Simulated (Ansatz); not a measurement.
Abridged Ansatz (a first-principles code) output:

```
Relaxation: its limit of steps is 60 (relax.max_steps)
Pseudopotential: Ba, paw, valence charge 10
Pseudopotential: Zr, paw, valence charge 12
Pseudopotential: O, paw, valence charge 6
Crystal: 5 atoms, lattice volume = 71.785 Å³
Basis set: ecut = 420 eV, 1365 PW (Γ), exchange–correlation on 60×60×60 points (8 copies of the dense FFT grid, shifted against one another)
Bands: 25, of which v1, the nominal top of the filled ones, is band 20 counted from 1 (19 counted from 0)
Symmetry: 48 space group operations
k-points: 35 of 512
Functional: x = pbesol(κ = 0.804, μ = 0.12345679012345678), c = pbesol(β = 0.046)
SCF iter   1: F=—  HF=-11683.020652 eV  |F-HF|=—  |Δ(HF+E_count)|=         —  Δρ=1.60e-2  dr2=1.57e-1  ethr=1.77e-3  ⟨swp⟩=7.3  Hψ=4663  notcnv=0
SCF iter   2: F=—  HF=-11682.984101 eV  |F-HF|=—  |Δ(HF+E_count)|=   3.66e-2  Δρ=4.64e-3  dr2=1.00e-2  ethr=3.91e-4  ⟨swp⟩=2.6  Hψ=1761  notcnv=0  defer=33
SCF 1 converged in 6 iterations: F = -11682.981819 eV  dr2 = 4.70e-8
relax step   1: F+E_penalty+E_count = -11682.98181886 eV  Δ(F+E_penalty+E_count) = +0.000e0 eV  max|allowed force component| = 1.541e-29 eV/Å  Δτ_max = 0.0000 Å  P = +2.998 GPa  Ω = 71.785 Å³  (6 SCF iters, dr2 threshold 1.00e-7 eV, accepted)
[... steps on the carried basis left out ...]
relax step   7: F+E_penalty+E_count = -11682.96196189 eV  Δ(F+E_penalty+E_count) = -8.913e-11 eV  max|allowed force component| = 3.261e-29 eV/Å  Δτ_max = 0.0000 Å  P = +4.998 GPa  Ω = 70.993 Å³  stress off target by 2.14e-3 GPa  SCF on the basis re-selected at this cell (its energy is not comparable with the rows above)  (7 SCF iters)
SCF converged after 7 iterations
Free energy (F): -11682.961962 eV
Internal energy: -11682.961962 eV  (E = F + TS)
E sigma→0 (E₀):  -11682.961962 eV
Fermi energy:    11.814480 eV
--- Forces (eV/Å), atoms counted from 1 ---
  atom   1  Ba     0.00000000     0.00000000    -0.00000000
  atom   2  Zr    -0.00000000    -0.00000000     0.00000000
  atom   3  O      0.00000000     0.00000000    -0.00000000
  atom   4  O     -0.00000000    -0.00000000     0.00000000
  atom   5  O      0.00000000     0.00000000    -0.00000000
--- Stress (GPa, compression-positive) ---
        4.997860       0.000000       0.000000
        0.000000       4.997860      -0.000000
        0.000000      -0.000000       4.997860
  P = ⅓ Tr σ = 4.9979 GPa (49.979 kbar)
--- Relaxed structure (5 steps of the walk, 5 accepted, 2 SCFs on fresh bases) ---
  cell:  # Å, volume = 70.9934 Å³
    - [4.140689709612223, 1.4123486258839729e-33, 1.3481509610710651e-33]
    - [1.6691392851356043e-33, 4.140689709612223, -3.209883240645393e-35]
    - [1.3160521286646111e-33, -3.209883240645393e-35, 4.140689709612223]
  atoms:
    - { symbol: Ba, position: [-2.6549357864318062e-36, 7.180394513504629e-37, 6.637339466286737e-38] }
    - { symbol: Zr, position: [0.5000000000000001, 0.5000000000000001, 0.5000000000000001] }
    - { symbol: O, position: [0.5000000000000001, -2.4739174373263926e-37, 0.5000000000000001] }
    - { symbol: O, position: [7.240733963033286e-37, 0.5000000000000001, 0.5000000000000001] }
    - { symbol: O, position: [0.5000000000000001, 0.5000000000000001, -1.146449544144446e-37] }
```

Question: What was computed, and what are the main results?

Answer: BaZrO3, 5 atoms in the cell, with DFT with PBEsol, PAW potentials and a 420 eV plane-wave cutoff in Ansatz, scalar-relativistic without spin-orbit coupling, from a series relaxed to a target (pressure 5 GPa). The last SCF converged to F = -11682.961962 eV, or -2336.5924 eV per atom, at a pressure of 5.00 GPa. The total energy compares only with runs of the same code, potentials and settings.

Load acts through the strain it causes; cell and atoms are relaxed under it. Stability against distortions was not tested. No other phases were tried under pressure. The cell was made from BaZrO$_{3}$ in the cubic perovskite structure (space group Pm-3m, No. 221) by this change: pressure 5 GPa.

Keys are those of Ansatz 0.2.
